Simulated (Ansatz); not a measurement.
AlN under load (space group P6_3mc), PBE with spin-orbit coupling, rigid bands run with Ansatz (an electronic-structure program). Condition of this run: biaxial stress in the c plane of 13.5 GPa (compression positive) (the target of the relaxation). Band gap 4.54 eV, N_c = 4.53e18 cm⁻³ and N_v = 2.30e20 cm⁻³ at 300 K, conductivity masses along x (a = (3.03, 0.00, 0.00) Å; b = (-1.51, 2.62, 0.00) Å; c = (0.00, 0.00, 5.06) Å) of 0.342 mₑ (electrons) and 2.30 mₑ (holes). Take k_BT = 0.02585 eV.

Q: A film of it is 3 nm thick, with its normal along the direction named. Estimate the confinement energies in an infinite well.

A: ħ²π²/(2m t²) = 0.376 eV·nm²/(m/mₑ × t²) gives 122 meV for electrons and 18.2 meV for holes, so the gap would widen to about 4.68 eV. Finite barriers and nonparabolic bands lower this, and with several valleys or bands the heaviest mass along the normal sets the lowest level, not this average.

Q: What thermal injection velocity √(2k_BT/πm) limits a ballistic channel along the direction named?

A: 9.20e6 cm/s for electrons and 3.55e6 cm/s for holes, a ratio of √(m_h/m_e) = 2.59, for dilute carriers.

Q: Find the intrinsic carrier density and the intrinsic Fermi level.

A: n_i = √(N_c N_v) exp(−E_g/2k_BT) = 3.23e19 × exp(−87.81) = 2.4e-19 cm⁻³. The level lies (k_BT/2) ln(N_v/N_c) = 51 meV from mid-gap (positive towards the conduction band). Each 0.1 eV added to the gap lowers n_i by a factor of 6.9.

Rigid bands with the computed gap; masses take one relaxation time for all states. Geometry: cell and atoms relaxed with PBEsol.
